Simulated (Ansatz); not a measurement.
How the smallest direct gap on the k points sampled of SrZrO3 (Imma, No. 74, 10 atoms in the cell; start mp-1080575; a measured phase of this formula has another space group) moves with the method

No measured value is used here.

Task: Put these levels in order of the smallest direct gap on the k points sampled that they give for SrZrO3 (Imma, No. 74, 10 atoms in the cell; start mp-1080575; a measured phase of this formula has another space group), smallest first: HSE06+SOC (Ansatz, an electronic-structure program), PBE0 (Ansatz), PBEsol (Ansatz).

Result: PBEsol (3.67 eV), HSE06+SOC (5.32 eV), PBE0 (6.09 eV)

At these levels the smallest gap is indirect and lower: HSE06+SOC 5.19, PBE0 5.95, PBEsol 3.59 eV. Computed values are for a static lattice. Spin–orbit coupling is included only where a level's name says +SOC; with heavier elements it mostly lowers gaps and can invert bands.  Values are at the PBEsol cell. Cutoffs and k meshes differ between the levels. Ansatz's density-functional and Hartree–Fock values are scalar-relativistic unless marked +SOC, with PAW data made under PBE.

A start named mp-… is a Materials Project structure, which need not be a measured phase.
